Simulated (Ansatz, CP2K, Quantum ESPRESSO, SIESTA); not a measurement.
# Code comparison for CsBS2 (Immm, 8 atoms in the cell)

Self-consistent single point, at a second geometry (lattice scaled by 0.98). First geometry:

```
CsBS2
1.0
   -2.30512     3.12859     9.02219
    2.30512    -3.12859     9.02219
    2.30512     3.12859    -9.02219
Cs B S
2 2 4
Direct
  0.35893   0.85893   0.50000
  0.64107   0.14107   0.50000
  0.93248   0.43248   0.50000
  0.06752   0.56752   0.50000
  0.83534   0.33534   0.50000
  0.16466   0.66466   0.50000
  0.77009   0.50000   0.27009
  0.22991   0.50000   0.72991
```

Shared settings, as Ansatz (a first-principles code) writes them: kpoints.mp_grid.grid = 4 4 4; scf.occupations.method = fermi_dirac; scf.occupations.width = 0.02 eV. Potentials and cutoffs stand in the table.

| code | model | ΔF from the first geometry (meV/atom) | pressure (GPa) | largest force (eV/Å) | gap on the mesh (eV) | cutoff |
|---|---|---|---|---|---|---|
| Ansatz | PBEsol, PAW files made with PBE | -6.0 | 0.64 | 0.583 | 2.585 | default |
| Quantum ESPRESSO | PBEsol, GBRV 1.5 ultrasoft (PBESOL) pseudopotentials | -6.2 | 0.63 | 0.588 | 2.593 | 40 Ry |
| SIESTA | GGA PBEsol, numerical atomic orbitals DZP, PseudoDojo PBEsol standard norm-conserving potentials (rewritten from UPF to PSML) | -0.1 | 1.29 | 1.105 | 2.869 | grid 350 Ry |
| CP2K | PBEsol, GPW, DZVP-MOLOPT-SR-GTH basis, GTH-PBE potentials (GTH_POTENTIALS) | -2.1 | 1.05 | 0.840 | 2.621 | grid 500 Ry |

Size of the force on each atom (eV/Å): Sizes of forces hide their directions.

```
code                Cs1    Cs2     B3     B4     S5     S6     S7     S8
----------------  -----  -----  -----  -----  -----  -----  -----  -----
Ansatz            0.010  0.010  0.232  0.232  0.583  0.583  0.547  0.547
Quantum ESPRESSO  0.009  0.009  0.232  0.232  0.588  0.588  0.554  0.554
SIESTA            0.011  0.011  0.319  0.319  1.105  1.105  1.007  1.007
CP2K              0.036  0.036  0.383  0.383  0.840  0.840  0.691  0.691
```

Gaps are read on the mesh.

The spread over the programs that give each value: ΔF from the first geometry within 6.1 meV/atom; pressure within 0.66 GPa; largest force within 0.522 eV/Å; gap on the mesh within 0.284 eV.

SIESTA and CP2K use small atom-centred bases, whose incompleteness enters pressures, forces and empty levels differently from a plane-wave cutoff. Ansatz's pressure is given at a fixed set of plane waves, as the other plane-wave codes print theirs. In the gap, SIESTA (by 0.280) lies more than 0.12 eV from the median of the plane-wave programs.

The starting cell comes from a database of computed structures (which also holds hypothetical and non-ambient phases and stackings), without a prior relaxation at this level. Its lattice was rescaled by a random factor within 2.5 % of one. For this run, on top of that: lattice scaled by 0.98.

Keys are those of Ansatz 0.2.
